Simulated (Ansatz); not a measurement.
Input:

```yaml
crystal:
  lattice:
    - [0.00000, 2.93884, 2.92414]
    - [2.93884, 0.00000, 2.92414]
    - [2.93884, 2.93884, 0.00000]
  atoms:
    - { symbol: Cd, position: [0.00000, 0.00000, 0.00000] }
    - { symbol: S, position: [0.25000, 0.25000, 0.25000] }
```

No spin polarisation.

Method: plane-wave PAW DFT at the r2SCAN level (Ansatz, an electronic-structure program, 500 eV), no spin-orbit coupling. k-mesh 10×10×10 (Γ-centred); smearing 0.05 eV (Fermi–Dirac).

Question: Predict the electron mass, band gap and stress.

Answer: 
* **Electron mass**: 0.15 mₑ (at Γ)
* **Band gap**: 1.54 eV
* **Stress (xx, yy, zz, yz, xz, xy; compression positive)**: (0.28, 0.28, 0.37, 0.00, 0.00, 0.00) GPa

The cells carry an imposed strain or load. Masses are band curvatures over ±0.01 Å⁻¹ around the edge. No phonon test of stability was made. The cell was made from CdS in the zinc blende structure (space group F-43m, No. 216) by this change: uniaxial strain ε_zz = −0.50 %.
